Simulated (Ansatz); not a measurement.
System: Cr3B4 (Immm, No. 71; cell taken from a computed entry). Method: PBEsol in Ansatz (plane waves, PAW).

Numerical settings: plane-wave cutoff 500 eV, 18×18×18 k mesh, Fermi–Dirac smearing 0.05 eV, no spin polarisation, scalar-relativistic PAW data made under PBE.

Computed at the level's own relaxed cell.

**Question.** What does this level give for the volume per atom?

**Answer.** 
- volume per atom = 7.78 Å³/atom

The run finds no gap.

Note: the relaxation could not lower the start's symmetry, so the cell can be a saddle point above a distorted one.

Static lattice: no zero-point or thermal effects.

Ansatz is a quantum-chemistry and plane-wave program.
